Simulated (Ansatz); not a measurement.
Element substitutions in CuI

The reference is CuI in the zinc blende structure (space group F-43m, No. 216).

```xyz
2
Lattice="0.0000 3.0115 3.0115 3.0115 0.0000 3.0115 3.0115 3.0115 0.0000" Properties=species:S:1:pos:R:3 pbc="T T T"
I      4.5173     4.5173     4.5173
Cu     0.0000     0.0000     0.0000
```

Each row replaces one element on all its sites; cell and atoms are relaxed.

Computed with Ansatz (a quantum-chemistry and plane-wave program), r2SCAN, PAW, cutoff 500 eV, no spin-orbit coupling.

Question: Only one of these keeps a band gap. Which?
A. I → Sb
B. Cu → Te
C. Cu → B

Answer: C, Cu → B. Computed: I → Sb: zero; Cu → B: 0.64 eV; Cu → Te: zero

With I present, leaving out spin-orbit coupling can change the band edges. Whether these cells are dynamically stable was not tested. As relaxed here, CuSb, BI and TeI are hypothetical phases, not in the database extracts checked. All final runs are without spin polarisation. An odd electron count without spin: TeI.
